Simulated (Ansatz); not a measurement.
## Worked example: self-consistent single point of TiRh₃ (P4mm, 4 atoms in the cell) in Ansatz

Level of theory: LDA (PW92), default PAW files made with PBE (plane waves; Ansatz, a program for electronic structure).

This input was run:

Ansatz 0.2 input:
```yaml
crystal:
  lattice:
    - [3.80684000, 0.00000000, 0.00000000]
    - [0.00000000, 3.80684000, 0.00000000]
    - [0.00000000, 0.00000000, 3.80684000]
  atoms:
    - { symbol: Ti, position: [0.00000000, 0.00000000, 0.01313400] }
    - { symbol: Rh, position: [0.50000000, 0.50000000, 0.00000000] }
    - { symbol: Rh, position: [0.00000000, 0.50000000, 0.50000000] }
    - { symbol: Rh, position: [0.50000000, 0.00000000, 0.50000000] }
basis:
  ecutwfc: 30.9 Ry
kpoints:
  mp_grid: { grid: [9, 9, 9] }
hamiltonian:
  xc: lda
  pseudopotentials: { kind: paw }
scf:
  occupations: { method: fermi_dirac, width: 0.0073 Ry }
output:
  forces: true
  eigenvalues: true
  stress: true
```

The program printed (abridged):

```
WARN ansatz: RAYON_NUM_THREADS=1 ignored (pool sized by the plan → 1); use --threads N
Pseudopotentials: kind: paw
Pseudopotential: Ti, paw, valence charge 12
Pseudopotential: Rh, paw, valence charge 17
Crystal: 4 atoms, lattice volume = 55.169 Å³
Basis set: ecut = 420.4159175005146 eV, 1045 PW (Γ)
Bands: 38, of which v1, the nominal top of the filled ones, is band 32 counted from 1 (31 counted from 0)
Symmetry: 8 space group operations
Space group: P4mm (ITA 99), of the structure as read, at distance tolerance 3.8e-5 Å
k-points: 75 of 729 (time reversal used)
PAW frozen core: Ti, regenerated for the run's functional, and the local potential with it
PAW frozen core: Rh, regenerated for the run's functional, and the local potential with it
Initial density: superposition of atomic densities (neutral atoms: chi_scale 0, normalization atom), corrected by the library's trained network
Initial wavefunctions: pseudopotential atomic-orbital guess
Eigensolver: davidson
Functional: x = slater, c = lda
SCF iter   1: F=—  HF=-21288.918631 eV  |F-HF|=—  |Δ(HF+E_count)|=         —  Δρ=1.90e-2  dr2=2.92e-1  ethr=1.77e-3  ⟨swp⟩=4.8  Hψ=8852  notcnv=0
all-band conjugate gradients solve this SCF's bands
preconditioner: auto → Kerker (q_TF=auto, 2.789 Å⁻¹)
SCF iter   2: F=—  HF=-21288.896915 eV  |F-HF|=—  |Δ(HF+E_count)|=   2.17e-2  Δρ=9.04e-3  dr2=7.12e-2  ethr=4.63e-4  ⟨swp⟩=1.0  Hψ=3450  notcnv=0
SCF iter   3: F=—  HF=-21288.889770 eV  |F-HF|=—  |Δ(HF+E_count)|=   7.14e-3  Δρ=1.53e-3  dr2=2.07e-3  ethr=1.13e-4  ⟨swp⟩=1.1  Hψ=2858  notcnv=0
SCF iter   4: F=—  HF=-21288.889526 eV  |F-HF|=—  |Δ(HF+E_count)|=   2.44e-4  Δρ=2.58e-4  dr2=4.36e-5  ethr=3.29e-6  ⟨swp⟩=1.7  Hψ=3379  notcnv=0
SCF iter   5: F=—  HF=-21288.889523 eV  |F-HF|=—  |Δ(HF+E_count)|=   2.45e-6  Δρ=6.93e-5  dr2=1.53e-6  ethr=6.92e-8  ⟨swp⟩=2.0  Hψ=3957  notcnv=0
SCF iter   6: F=-21288.889523 eV  HF=-21288.889523 eV  |F-HF|=3.83e-8  |Δ(HF+E_count)|=   3.11e-7  Δρ=1.47e-5  dr2=8.28e-8  ethr=1.59e-10  ⟨swp⟩=5.2  Hψ=11808  notcnv=0
SCF 1 converged in 6 iterations: F = -21288.889523 eV  dr2 = 8.28e-8
SCF converged after 6 iterations
Free energy (F): -21288.889523 eV
Harris-Foulkes:  -21288.889523 eV  (|F-HF|=3.83e-8)
Internal energy: -21288.773998 eV  (E = F + TS)
E sigma→0 (E₀):  -21288.831761 eV
Entropy (-TS):   -0.115525 eV (-28.881 meV/atom)
Fermi energy:    20.545335 eV
--- Per-component energies (eV) ---
  E_band       = -405.718126
  E_kinetic    = 1997.327029
  E_local      = -5548.490169  (includes V_loc(G=0)·N_el)
  E_nonlocal   = 1091.071569
  E_hartree    = 2003.839161
  E_xc         = -761.430646
  E_vxc        = -959.950414  (∫ρ·V_xc dr)
  E_paw        = -11390.082355  (= ΣΔE_a)
  E_vpaw       = -993.337159  (= ΣTr[D̂ρ^β])
  E_aug_tail   = 0.002333  (compensation charges beyond the density's cutoff)
  E_ewald      = -8683.204318
  E_core_change = 2.193397  (= ΣΔE_core)
  E_smearing   = -0.115525  (= −TS)
  E_closure    = -0.000000  (closes the sum)
  Σ components = -21288.889523   (vs F -21288.889523, Δ=0.00e0)
--- Forces (eV/Å), atoms counted from 1 ---
  atom   1  Ti    -0.00000000     0.00000000    -0.23527641
  atom   2  Rh    -0.00000000     0.00000000     0.03352226
  atom   3  Rh     0.00000000     0.00000000     0.10087563
  atom   4  Rh    -0.00000000     0.00000000     0.10087563
  max |Σ_I F_I| component: 2.89e-6 eV/Å
--- Stress (GPa, compression-positive) ---
       -7.176823       0.000000       0.000000
        0.000000      -7.176823       0.000000
        0.000000       0.000000      -7.127543
  P = ⅓ Tr σ = -7.1604 GPa (-71.604 kbar)
  The stress holds the Pulay correction. Without it, at fixed plane waves, as pw.x and ABINIT print it: P = -7.2510 GPa
--- Band table (eV; the first three rows and the last of 75) ---
  k-point 0: bands = ["-57.7750", "-57.6627", "-57.6610", "-35.7877", "-25.9333", "-25.9333", "-25.9327", "-25.6303", "-25.6296", "-25.6296", "-25.4352", "-25.4352", "-25.4345", "-12.3407", "-12.3399", "-12.3399", "13.0642", "14.6560", "15.0469", [...]
  k-point 1: bands = ["-57.7720", "-57.6640", "-57.6627", "-35.7878", "-25.9247", "-25.9247", "-25.9184", "-25.6321", "-25.6321", "-25.6312", "-25.4500", "-25.4415", "-25.4415", "-12.3459", "-12.3411", "-12.3411", "13.2297", "14.7632", "15.1262", [...]
  k-point 2: bands = ["-57.7635", "-57.6725", "-57.6626", "-35.7883", "-25.9009", "-25.9009", "-25.8772", "-25.6403", "-25.6403", "-25.6336", "-25.4943", "-25.4576", "-25.4576", "-12.3589", "-12.3441", "-12.3441", "13.7036", "15.0605", "15.3377", [...]
  k-point 74: bands = ["-57.7015", "-57.6987", "-57.6967", "-35.7854", "-26.0704", "-25.8917", "-25.8894", "-25.8890", "-25.4710", "-25.4692", "-25.4652", "-25.4517", "-25.4504", "-12.3563", "-12.3543", "-12.3539", "15.1190", "15.1481", "15.2071", [...]
```

The run converged in 6 iterations.

The starting cell comes from a database of computed structures (which also holds hypothetical and non-ambient phases and stackings), without a prior relaxation at this level. Its lattice was rescaled by up to half a per cent. One atom was moved a little off its site on purpose. Spin polarisation is off. With a pressure of about -7 GPa the cell is away from its equilibrium volume at this level. Ansatz's pressure includes its estimate of the finite-basis (Pulay) stress.
